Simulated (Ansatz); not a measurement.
Input and output of a self-consistent single point for the (001) slab of Ti (cut from a parent of space group no. 194; 4 atoms in the cell) (Ansatz, a quantum-chemistry and plane-wave program).

Method of the run: LDA (PW92), default PAW files made with PBE (plane waves; Ansatz).

```xyz
4
Lattice="2.9352 0.0000 0.0000 -1.4676 2.5420 0.0000 0.0000 0.0000 20.9848" Properties=species:S:1:pos:R:3 pbc="T T T"
Ti     1.4676     0.8473     9.3282
Ti     0.0000     1.6947     7.0000
Ti     1.4676     0.8473    13.9848
Ti     0.0000     1.6947    11.6566
```

Reference input (self-consistent single point, DFT, LDA (PW92), plane waves, default PAW files made with PBE): basis.ecutwfc = 420 eV; kpoints.mp_grid.grid = 12 12 1; hamiltonian.xc = lda; hamiltonian.pseudopotentials = {kind: paw} (the program's default PAW files); scf.occupations.method = fermi_dirac; scf.occupations.width = 0.1 eV. This run's input differs from it in these lines:

Ansatz 0.2 input:
```diff
@@ -13,3 +13,3 @@
 kpoints:
-  mp_grid: { grid: [12, 12, 1] }
+  mp_grid: { grid: [7, 7, 1] }
 hamiltonian:
```

Output, abridged:

```
SCF iter   1: F=—  HF=-9798.963786 eV  |F-HF|=—  |Δ(HF+E_count)|=         —  Δρ=8.40e-3  dr2=6.83e-1  ethr=1.77e-3  ⟨swp⟩=6.5  Hψ=2248  notcnv=0
all-band conjugate gradients solve this SCF's bands
automatic band count: the SCF goes on with 34 bands, as 29 were too few: the levels above may hold too much charge
preconditioner: auto → LDOS
SCF iter   2: F=—  HF=-9798.951328 eV  |F-HF|=—  |Δ(HF+E_count)|=   1.25e-2  Δρ=2.63e-3  dr2=2.58e-2  ethr=1.42e-3  ⟨swp⟩=2.0  Hψ=359  notcnv=0
   [... lines left out ...]
SCF iter   5: F=—  HF=-9798.949508 eV  |F-HF|=—  |Δ(HF+E_count)|=   2.59e-5  Δρ=1.19e-4  dr2=2.47e-5  ethr=2.17e-7  ⟨swp⟩=3.0  Hψ=495  notcnv=0
SCF iter   6: F=—  HF=-9798.949508 eV  |F-HF|=—  |Δ(HF+E_count)|=   1.81e-7  Δρ=4.39e-5  dr2=2.09e-6  ethr=5.15e-8  ⟨swp⟩=2.1  Hψ=361  notcnv=0
SCF iter   7: F=—  HF=-9798.949510 eV  |F-HF|=—  |Δ(HF+E_count)|=   1.37e-6  Δρ=1.34e-5  dr2=1.67e-7  ethr=4.36e-9  ⟨swp⟩=2.0  Hψ=316  notcnv=0
SCF iter   8: F=-9798.949510 eV  HF=-9798.949510 eV  |F-HF|=9.51e-9  |Δ(HF+E_count)|=   1.49e-7  Δρ=3.42e-6  dr2=1.45e-8  ethr=2.08e-10  ⟨swp⟩=7.0  Hψ=1033  notcnv=0
SCF 1 converged in 8 iterations: F = -9798.949510 eV  dr2 = 1.45e-8
Free energy (F): -9798.949510 eV
Internal energy: -9798.664943 eV  (E = F + TS)
E sigma→0 (E₀):  -9798.807226 eV
Entropy (-TS):   -0.284567 eV (-71.142 meV/atom)
Fermi energy:    3.384725 eV
--- Forces (eV/Å), atoms counted from 1 ---
  atom   1  Ti     0.00000000     0.00000000    -0.63704014
  atom   2  Ti     0.00000000    -0.00000000     0.87362690
  atom   3  Ti    -0.00000000     0.00000000    -0.87362690
  atom   4  Ti    -0.00000000    -0.00000000     0.63704014
--- Stress (GPa, compression-positive) ---
       -5.017448      -0.000000      -0.000000
       -0.000000      -5.017448       0.000000
       -0.000000       0.000000      -4.726039
  P = ⅓ Tr σ = -4.9203 GPa (-49.203 kbar)
  The stress holds the Pulay correction. Without it, at fixed plane waves, as pw.x and ABINIT print it: P = -4.9347 GPa
```

The run converged in 8 iterations. Against the reference run the free energy rises by 5.8 meV/atom and the largest force goes from 0.859 to 0.874 eV/Å.

The starting cell has typed, rounded lattice constants, without a prior relaxation at this level. The slab is cut from that crystal, and its faces are unrelaxed. Its lattice was rescaled by up to half a per cent. Spin polarisation is off.
